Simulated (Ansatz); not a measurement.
An Ansatz (a first-principles code) input (PBEsol in Ansatz (plane waves to 420 eV, PAW, scalar-relativistic without spin-orbit coupling)):

Ansatz 0.2 input:
```yaml
crystal:
  lattice:
    - [4.766345011, 0, 0]
    - [0, 4.766345011, 0]
    - [2.3831725055, -2.3831725055, 3.4473017668]
  atoms:
    - { symbol: Rb, position: [0, 0, 0] }
    - { symbol: Br, position: [0.5, 0.5, 1] }
basis: { ecutwfc: 420, ecutrho_ratio: 4, xc_grid: 2, fft_grid_basis: typed }
kpoints: { mp_grid: { grid: [8, 8, 8] } }
hamiltonian:
  xc: pbesol
  dispersion: none
  pseudopotentials: { kind: paw }
scf: { occupations: { method: fermi_dirac, width: 0.05 } }
relax: { f_tol: 0.005, max_steps: 50, cell: { stress_tol: 0.01, fix: [a, b, gamma] } }
output: { forces: true, stress: true }
checkpoint: { write: state.ck, write_every: 1000 }
```

Problem. Which symmetry and how many k-points will the program report, and about how many plane waves at Γ?

Solution. Space group I4/mmm (ITA 139) with 16 operations, k-points 59 of 512, and 1483 plane waves at Γ.

Problem. And the final pressure?

Solution. 0.42 GPa (compression positive).

The cells carry an imposed strain or load. Stability against distortions was not tested. The cell was made from RbBr in the rock salt structure (space group Fm-3m, No. 225) by this change: biaxial strain −1.50 %, plane normal [001], relaxed out of plane.
